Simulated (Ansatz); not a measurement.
The reference is YN in the rock salt structure (space group Fm-3m, No. 225; a = 4.8562 Å).

All numbers come from PBEsol (Ansatz, an electronic-structure program), no spin-orbit coupling.

Base values:

| Quantity | Result |
|---|---|
| Smallest direct gap | 0.45 eV |
| Width of the top valence band | 2.32 eV |

Perturbation: the cell is scaled by 1.0166 in all directions, atoms relaxed at fixed cell.

Question: Predict the new smallest direct gap and width of the top valence band.

Answer: The smallest direct gap increases by 0.13 eV, from 0.45 eV to 0.58 eV; the width of the top valence band shrinks by 0.13 eV to 2.19 eV.

The cells carry an imposed strain or load. Stability against distortions was not tested. The base started in P3_121 and relaxed to Fm-3m at this level. A zero or small gap of YN can be the functional's error rather than a property of the material.
